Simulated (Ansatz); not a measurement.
**What uniaxial strain ε_zz = +1.00 % does to SnTe**

The parent structure is SnTe in the rock salt structure (space group Fm-3m, No. 225; a = 6.2891 Å). Axes: x, y, z lie along the cube axes.

Perturbation: uniaxial strain ε_zz = +1.00 %, all other strain components held at zero; the atoms relax in the strained cell.

The values are results of Kohn–Sham DFT with the PBEsol functional, run in Ansatz (an electronic-structure program) with PAW and 420 eV plane waves, without spin-orbit coupling, not measurements. Γ-centred 13×13×13 mesh, Fermi–Dirac width 0.05 eV.

```json
[
 {"quantity": "space group", "base": "Fm-3m (No. 225)", "changed": "I4/mmm (No. 139)", "shift": "–"},
 {"quantity": "energy relative to the base (free energy F)", "base": "0 meV/atom", "changed": "+1.3 meV/atom", "shift": "+1.3 meV/atom"},
 {"quantity": "band gap (uncertain: the edges found look like a band crossing or inverted bands; both cells)", "base": "0.16 eV", "changed": "0.13 eV", "shift": "-0.03 eV"},
 {"quantity": "stress (xx, yy, zz, yz, xz, xy; compression positive)", "base": "–", "changed": "(-0.03, -0.03, -1.30, 0.00, 0.00, 0.00) GPa", "shift": "–"}
]
```

With Te present, leaving out spin-orbit coupling can change the band edges. No phonon test of stability was made. The zero or small gap of SnTe can change with the level of theory.
